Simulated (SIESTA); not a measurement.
## Input and output of a self-consistent single point for YCuAs2 (P4/nmm, 8 atoms in the cell) (SIESTA)

Computed with SIESTA with GGA PBEsol, numerical atomic orbitals DZP, PseudoDojo PBEsol standard norm-conserving potentials (rewritten from UPF to PSML).

Input:

```
# files in the folder: Y.psml Cu.psml As.psml (PseudoDojo PBEsol standard)
SystemName  YCuAs2
SystemLabel ycuas2

NumberOfAtoms                8
NumberOfSpecies              3
%block ChemicalSpeciesLabel
  1 39 Y
  2 29 Cu
  3 33 As
%endblock ChemicalSpeciesLabel
LatticeConstant              1.0 Ang
%block LatticeVectors
     3.879190000    0.000000000    0.000000000
     0.000000000    3.879190000    0.000000000
     0.000000000    0.000000000    9.946890000
%endblock LatticeVectors
AtomicCoordinatesFormat      ScaledCartesian
%block AtomicCoordinatesAndAtomicSpecies
     0.000000000    1.939595000    7.596638831  1
     1.939595000    0.000000000    2.350251169  1
     1.939595000    1.939595000    4.973445000  2
     0.000000000    0.000000000    4.973445000  2
     0.000000000    0.000000000    0.000000000  3
     1.939595000    1.939595000    0.000000000  3
     0.000000000    1.939595000    3.406610887  3
     1.939595000    0.000000000    6.540279113  3
%endblock AtomicCoordinatesAndAtomicSpecies

XC.functional                GGA
XC.authors                   PBEsol
PAO.BasisSize                DZP
PAO.EnergyShift              0.005 Ry
MeshCutoff                   400 Ry
%block kgrid.MonkhorstPack
    7   0   0  0.0
    0   7   0  0.0
    0   0   3  0.0
%endblock kgrid.MonkhorstPack
OccupationFunction           MP
OccupationMPOrder            0
ElectronicTemperature        1160.45 K

MaxSCFIterations             150
SCF.Mixer.Method             Pulay
SCF.Mixer.Weight             0.25
SCF.Mixer.History            8
SCF.DM.Tolerance             1.0E-04
Diag.ParallelOverK           true
WriteForces                  true
```

Output (repeated stretches shortened):

```
reinit: Reading from file input.fdf

reinit: System Name: YCuAs2
reinit: System Label: ycuas2

coor:   Atomic-coordinates input format  =     Cartesian coordinates
coor:                                          (in units of alat)

siesta: Atomic coordinates (Bohr) and species
siesta:      0.00000   3.66530  14.35557  1        1
siesta:      3.66530   0.00000   4.44133  1        2
siesta:      3.66530   3.66530   9.39845  2        3
siesta:      0.00000   0.00000   9.39845  2        4
siesta:      0.00000   0.00000   0.00000  3        5
siesta:      3.66530   3.66530   0.00000  3        6
siesta:      0.00000   3.66530   6.43756  3        7
siesta:      3.66530   0.00000  12.35934  3        8

siesta: System type = bulk

initatomlists: Number of atoms, orbitals, and projectors:      8   148   144

siesta: ******************** Simulation parameters ****************************
redata: Spin configuration                          = none
redata: Time-Reversal Symmetry                      = T
redata: Number of Atomic Species                    =        3
redata: Mesh Cutoff                                 =   400.0000 Ry
redata: Net charge of the system                    =     0.0000 |e|
redata: Min. number of SCF Iter                     =        0
redata: Max. number of SCF Iter                     =      150
redata: SCF convergence failure will abort job
redata: SCF mix quantity                            = Hamiltonian
redata: Mix DM or H after convergence               =   F
redata: Recompute H after scf cycle                 =   F
redata: Mix DM in first SCF step                    =   T
redata: No kicks to SCF
redata: DM Mixing Weight for Kicks                  =     0.5000
redata: Require Harris convergence for SCF          =   F
redata: Harris energy tolerance for SCF             =     0.000100 eV
redata: Require DM convergence for SCF              =   T
   [... lines left out ...]
diag: Used triangular part                          = Lower
diag: Absolute tolerance                            =  0.100E-15
diag: Orthogonalization factor                      =  0.100E-05
diag: Memory factor                                 =  1.0000

superc: Internal auxiliary supercell:     5 x     5 x     3  =      75
superc: Number of atoms, orbitals, and projectors:    600  11100  10800

                        Single-point calculation

superc: Internal auxiliary supercell:     5 x     5 x     3  =      75
superc: Number of atoms, orbitals, and projectors:    600  11100  10800

outcell: Unit cell vectors (Ang):
        3.879190    0.000000    0.000000
        0.000000    3.879190    0.000000
        0.000000    0.000000    9.946890

outcell: Cell vector modules (Ang)   :    3.879190    3.879190    9.946890
outcell: Cell angles (23,13,12) (deg):     90.0000     90.0000     90.0000
outcell: Cell volume (Ang**3)        :    149.6819
new_DM -- step:     1
Initializing Density Matrix...

Attempting to read DM from file... Failed...
DM filled with atomic data:

InitMesh: MESH = 48 x 48 x 120 = 276480
InitMesh: Mesh cutoff (required, used) =   400.000   402.244 Ry

stepf: Methfessel-Paxton step function
       Using Hermite-Gauss polynomials of order  0
        iscf     Eharris(eV)        E_KS(eV)     FreeEng(eV)     dDmax    Ef(eV) dHmax(eV)
   scf:    1   -20615.739984   -22929.511554   -22929.563215  1.870359 -1.032615191.882463
   scf:    2   -15773.807907   -21966.379972   -21966.388858 11.114818 -7.950513219.742183
   scf:    3   -24679.845696   -23945.622389   -23945.639876 10.581159 -3.969536 69.378963
   scf:    4   -24067.401238   -24012.091894   -24012.097725  1.085535 -3.935237 45.958923
   scf:    5   -24065.746146   -24041.429851   -24041.432124  0.341009 -4.101919 28.385511
   scf:    6   -24061.508878   -24062.121622   -24062.135689  0.439064 -4.578041  3.290858
   [... 11 lines left out ...]
   scf:   18   -24062.403327   -24062.403291   -24062.414420  0.000387 -4.659509  0.010680
   scf:   19   -24062.403297   -24062.403295   -24062.414411  0.000089 -4.659327  0.019878
   scf:   20   -24062.403252   -24062.403277   -24062.414423  0.000126 -4.659883  0.003106
   scf:   21   -24062.403273   -24062.403275   -24062.414423  0.000051 -4.659877  0.001645
   scf:   22   -24062.403280   -24062.403278   -24062.414423  0.000016 -4.659834  0.000186
SCF Convergence by DM+H criterion
max |DM_out - DM_in|         :     0.0000156263
max |H_out - H_in|      (eV) :     0.0001862060
SCF cycle converged after 22 iterations

Using DM_out to compute the final energy and forces

siesta: E_KS(eV) =           -24062.4033

siesta: E_KS - E_eggbox =    -24062.4033

siesta: Atomic forces (eV/Ang):
     1    0.000000   -0.000000   -0.068855
     2   -0.000000    0.000000    0.068855
     3   -0.000000   -0.000000   -0.000001
     4    0.000000   -0.000000   -0.000001
     5    0.000000   -0.000000   -0.000001
     6   -0.000000   -0.000000   -0.000001
     7    0.000000   -0.000000   -0.256156
     8   -0.000000   -0.000000    0.256160
   Tot    0.000000   -0.000000   -0.000000
   Max    0.256160
   Res    0.076571    sqrt( Sum f_i^2 / 3N )
   Max    0.256160    constrained

Stress tensor Voigt[x,y,z,yz,xz,xy] (kbar):        5.30        5.30       29.70        0.00       -0.00        0.00
(Free)E + p*V (eV/cell)   -24063.6695
Target enthalpy (eV/cell)   -24062.4144

siesta: Program's energy decomposition (eV):
siesta: Ebs     =     -3906.610385
siesta: Eions   =     28057.195012
siesta: Ena     =      1764.112648
siesta: Ekin    =     13643.523622
siesta: Enl     =     -7266.159698
siesta: Eso     =         0.000000
siesta: Edftu   =         0.000000
siesta: DEna    =       100.939712
siesta: DUscf   =         4.463461
siesta: DUext   =         0.000000
siesta: Ex      =     -4001.866023
siesta: Ec      =      -250.221987
siesta: Exc     =     -4252.088009
siesta: Eharris =    -24062.403280
siesta: Etot    =    -24062.403278
siesta: FreeEng =    -24062.414423

siesta: Atomic forces (eV/Ang):
siesta:      1    0.000000   -0.000000   -0.068855
siesta:      2   -0.000000    0.000000    0.068855
siesta:      3   -0.000000   -0.000000   -0.000001
siesta:      4    0.000000   -0.000000   -0.000001
siesta:      5    0.000000   -0.000000   -0.000001
siesta:      6   -0.000000   -0.000000   -0.000001
siesta:      7    0.000000   -0.000000   -0.256156
siesta:      8   -0.000000   -0.000000    0.256160
siesta: ----------------------------------------
siesta:    Tot    0.000000   -0.000000   -0.000000

siesta: Stress tensor (static) (eV/Ang**3):
siesta:     0.003308    0.000000   -0.000000
siesta:     0.000000    0.003308    0.000000
siesta:    -0.000000    0.000000    0.018538

siesta: Cell volume =        149.681945 Ang**3

siesta: Pressure (static):
siesta:                Solid            Molecule  Units
siesta:          -0.00009132         -0.00010203  Ry/Bohr**3
siesta:          -0.00838473         -0.00936789  eV/Ang**3
siesta:         -13.43381494        -15.00900921  kBar
```

The run converged in 22 iterations.

The starting cell comes from a database of computed structures (which also holds hypothetical and non-ambient phases and stackings), without a prior relaxation at this level. Spin polarisation is off. Values carry the incompleteness of an atom-centred basis.

Cost on one core of a shared machine: roughly 5 min.
